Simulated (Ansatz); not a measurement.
# PbS: response to strain

Consider PbS in the rock salt structure (space group Fm-3m, No. 225; a = 5.975 Å).

Strains are applied to the cell and any free atomic positions relax.

Calculations: plane-wave PAW DFT at the r2SCAN level (Ansatz, a quantum-chemistry and plane-wave program, 500 eV), without spin-orbit coupling.

Notes on the quantities. energy relative to the base: free energy F.

```tsv
isotropic strain (%)	energy relative to the base (meV/atom)
0	0.0
0.5	1.1
1	4.2
1.5	9.3
2	?
2.5	25.0
3	35.5
```

Q: Fit ΔE = Aε² + Bε³ (ε in %) to the rows shown and predict the withheld row.

A: Least squares on the printed values gives A = 4.31 and B = -0.12 meV/atom (largest residual 0.0 meV/atom); this predicts 16.3 meV/atom, and the run gives 16.3 meV/atom, in agreement.

No phonon test of stability was made.
